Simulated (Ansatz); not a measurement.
## HfO2: O → F

Consider HfO$_{2}$ (space group P4_2/nmc, No. 137; a = 3.6044 Å, c = 5.2643 Å).

One thing is altered: F takes the place of O on all its sites; the structure is relaxed again.

Level of theory: DFT with PBE, PAW potentials and a 420 eV plane-wave cutoff in Ansatz (an electronic-structure program), spin-orbit coupling left out. k-mesh 16×16×16 (Γ-centred); smearing 0.05 eV (Fermi–Dirac), for the changed cell.

The volume per atom grows by 1.46 Å³ to 12.86 Å³ and the space group changes from P4_2/nmc (No. 137) to I4/mmm (No. 139). The shortest interatomic distance increases by 0.267 Å (2.069 Å → 2.336 Å) and the band gap becomes zero (base: 4.67 eV).

Final structure:

```
CELL_PARAMETERS angstrom
     -2.00502     2.00502     2.39849
      2.00502    -2.00502     2.39849
      2.00502     2.00502    -2.39849
ATOMIC_POSITIONS crystal
  Hf 0.00000 0.00000 0.00000
  F  0.75000 0.25000 0.50000
  F  0.25000 0.75000 0.50000
```

With Hf present, leaving out spin-orbit coupling can change the band edges. Stability against distortions was not tested. As relaxed here, HfF2 is a hypothetical phase, not in the database extracts checked. All final runs are without spin polarisation. HfF2 has a high density of states at the Fermi level and may be magnetic at this level. This is not the structure that HfO2 has at room temperature and ambient pressure.
